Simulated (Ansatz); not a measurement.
The parent structure is ZrO2 (space group P2_1/c, No. 14).

```
ZrO2
1.0
    5.18987     0.00000     0.00000
    0.00000     5.24188     0.00000
   -0.90466     0.00000     5.30184
Zr O
4 8
Cartesian
  1.24116   0.22954   1.11349
  3.49637   2.85048   1.53743
  3.04404   5.01234   4.18835
  0.78883   2.39140   3.76440
  0.02050   1.71042   1.85589
  4.71704   4.33136   0.79503
  4.26471   3.53145   3.44595
 -0.43183   0.91051   4.50680
  1.91044   3.96675   2.52112
  2.82710   1.34581   0.12980
  2.37477   1.27513   2.78072
  1.45810   3.89607   5.17203
```

Cartesian axes are those of the cell as printed.

All numbers come from PBE (Ansatz, an electronic-structure program; PAW; 420 eV plane waves; without spin-orbit coupling).

Base values:

```
Property                               Value
---------------------  ---------------------
Band gap                             3.65 eV
Smallest direct gap                  3.71 eV
Valence-band top at Γ  0.00, -0.19, -0.55 eV
```

One thing is altered: uniaxial stress, 8 GPa tension along x; all other stress components relax to zero.

Problem. What does the calculation give for the band gap, smallest direct gap and valence-band top at Γ after the change?

Solution. The band gap drops by 0.10 eV (3.65 eV → 3.55 eV); the smallest direct gap falls by 0.07 eV (3.71 eV → 3.64 eV); the valence-band top at Γ (three highest levels, from the VBM) changes from 0.00, -0.19, -0.55 eV to 0.00, -0.39, -0.54 eV.

Load acts through the strain it causes; cell and atoms are relaxed under it. Beyond what the load breaks, stability against distortions was not tested.
